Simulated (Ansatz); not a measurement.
**A computed series for SnS2: pressure series**

The parent structure is SnS₂ in the CdI2 type structure (space group P-3m1, No. 164; layered, stacked along the Cartesian z axis).

```cif
data_S2Sn
_chemical_formula_sum 'Sn1 S2'
_space_group_name_H-M_alt 'P 1'
_space_group_IT_number 1
_cell_length_a 3.62607
_cell_length_b 3.62607
_cell_length_c 5.57286
_cell_angle_alpha 90.000
_cell_angle_beta 90.000
_cell_angle_gamma 120.000
loop_
_space_group_symop_operation_xyz
  'x, y, z'
loop_
_atom_site_label
_atom_site_type_symbol
_atom_site_fract_x
_atom_site_fract_y
_atom_site_fract_z
_atom_site_occupancy
Sn1 Sn 0.00000 0.00000 0.00000 1
S1 S 0.33333 0.66667 0.26445 1
S2 S 0.66667 0.33333 0.73555 1
```

Cell and atoms are relaxed at each pressure.

The values are results of PBEsol-D3(BJ), PAW, 420 eV (Ansatz, an electronic-structure program; without spin-orbit coupling), not measurements.

Computed cases, in order: pressure −2 GPa; pressure −1 GPa; 0 GPa (base); pressure 15 GPa; pressure 30 GPa; pressure 50 GPa; pressure 75 GPa; pressure 100 GPa.

**Question.** Between which two neighbouring cases does the band gap open or close?

**Answer.** Between 0 GPa (base) (0.96 eV) and pressure 15 GPa (zero). The whole series: pressure −2 GPa: 1.36 eV; pressure −1 GPa: 1.10 eV; 0 GPa (base): 0.96 eV; pressure 15 GPa: zero; pressure 30 GPa: zero; pressure 50 GPa: zero; pressure 75 GPa: zero; pressure 100 GPa: zero.

A case with no gap was solved on a k-mesh chosen for an insulator, which is coarse for it. Load acts through the strain it causes; cell and atoms are relaxed under it. Whether these cells are dynamically stable was not tested. Competing high-pressure phases were not computed. The final runs are not spin-polarised. The zero or small gap of SnS2 under pressure 15 GPa and SnS2 under pressure 30 GPa can change with the level of theory.
